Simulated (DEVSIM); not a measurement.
Structure: Pt/SiO2/n-Si capacitor, at 300 K.

Layer 1 from the left is SiO2, thickness (nm) 17.0. Layer 2 from the left is Si, thickness (nm) 2300, Nd (cm⁻³) 6.4e16.

Metal gate on the left, work function 5.6 eV. Fixed charge at the semiconductor interface -3.4e11 cm⁻² (in units of +e); no interface traps.

Constants are typed, rounded textbook-type inputs, not results; the design itself was drawn at random and stands for no fabricated device. Values at 300 K.

SiO2: gap (eV) 9, affinity (eV) 0.9, permittivity 3.9. Si: gap (eV) 1.124, affinity (eV) 4.05, permittivity 11.7, Nc (cm⁻³) 2.86e19, Nv (cm⁻³) 3.1e19.

Simulated with DEVSIM: 1D Poisson equation in equilibrium, Boltzmann statistics, complete ionisation; no quantum confinement or tunnelling. Metal contacts follow the ideal Schottky-Mott rule: no Fermi-level pinning, no interface dipoles.

Problem. What does the simulation give for the minimum of the low-frequency capacitance, the threshold voltage (band bending 2φF), the flat-band voltage?

Solution. minimum of the low-frequency capacitance 0.0628 μF/cm²; threshold voltage (band bending 2φF) 0.21 V; flat-band voltage 1.66 V.
